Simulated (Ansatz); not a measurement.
BePt (model structure, started from the CuAu type, P4/mmm, No. 123, 2 atoms in the cell) was calculated with PBE in Ansatz (PAW).

Run with plane-wave cutoff 520 eV, 20×20×16 k mesh (along the axes of the cell as run), Fermi–Dirac smearing 0.05 eV, scalar-relativistic PAW data made under PBE.

Cell (relaxed at this level):

```xyz
2
Lattice="2.7980 0.0000 0.0000 0.0000 2.7980 0.0000 0.0000 0.0000 2.9527" Properties=species:S:1:pos:R:3 pbc="T T T"
Be     1.3990     1.3990     1.4763
Pt     0.0000     0.0000     0.0000
```

Problem. Give the computed bulk modulus B0.

Solution. 
* **bulk modulus B0**: 210 GPa

The run finds no gap.

Note: the bulk modulus is −V dP/dV from two relaxed cells at ±2 % in volume; the relaxation could raise the start's symmetry but not lower it, so the cell can be a saddle point.

Spin–orbit coupling is not included.

A model structure was made by putting elements into a prototype or built by hand; it is no filed structure, need not be a known phase, and can be a saddle point held by its symmetry.

Ansatz is an electronic-structure program.
